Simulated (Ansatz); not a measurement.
Surface: Si(111) 1x1 surface, 6 top atoms, 3 bilayers, bottom bilayer H-capped and fixed, every top atom capped by H; cell 11.5 x 6.6 Å; two neighbouring H replaced by OH; about 7 Å thick over the host's atoms, 18 atoms held. The numbers are results of PBE-D3(BJ) (plane waves to 420 eV, PAW; Ansatz, an electronic-structure program), not measurements. Sampling: 1x2x1 k points. The slab states were run without spin polarisation. Results hold for this slab, coverage and mesh. Energies are static: no zero-point or thermal part. Each state was relaxed from one prepared geometry.

End state of this step: the surface fragment of ZrCl4 exchanges a second ligand with a neighbouring O-H group. Atoms near the product:

```csv
atom,x (Å),y (Å),z (Å)
Si(1),1.993,3.337,9.494
H(14),0.027,0.062,11.041
H(45),-1.940,3.337,11.052
O(48),2.296,3.307,11.163
H(49),0.848,2.817,12.234
Zr(a0),3.891,3.269,12.339
Cl(a2),4.199,1.186,13.338
Cl(a3),0.013,2.388,13.146
Cl(a4),3.719,4.743,14.146
```

Question: What energy does it take to move HCl into the gas, one a cell, with the surface relaxed behind it, and what are its closest contacts before it leaves?

Answer: 0.26 eV. Its closest contacts to the rest of the cell: H(49)...O(48) 1.87 Å, H(49)...Si(1) 3.02 Å, Cl(a3)...H(45) 3.02 Å.
